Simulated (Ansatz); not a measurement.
VN: biaxial strain +3.42 %, plane normal [001], relaxed out of plane

Take VN in the rock salt structure (space group Fm-3m, No. 225; a = 4.0732 Å) as the base. Axes: x, y, z lie along the cube axes.

Now apply this change: tensile biaxial strain of 3.42 % in the plane normal to [001], as in epitaxy on a mismatched substrate; the out-of-plane cell vector and the atoms relax.

Level of theory: PBEsol (Ansatz, a program for electronic structure; PAW; 420 eV plane waves; no spin-orbit coupling). k-mesh 20×20×20 (Γ-centred); smearing 0.05 eV (Fermi–Dirac).

The volume per atom grows by 0.446 Å³ (8.45 Å³ → 8.89 Å³) and the space group becomes I4/mmm (No. 139) (base: Fm-3m (No. 225)). The energy goes up by 42 meV/atom and the band gap remains zero. The out-of-plane strain amounts to -1.56 % (rough) and the mean in-plane stress (compression positive) is -21.2 GPa (rough).

Without a gap, meshes like the base's 20×20×20 leave anisotropic stresses uncertain by several tenths of a GPa, and small strain energies with them. Whether these cells are dynamically stable was not tested. Seeded moments were not kept for the base. The final runs are not spin-polarised.
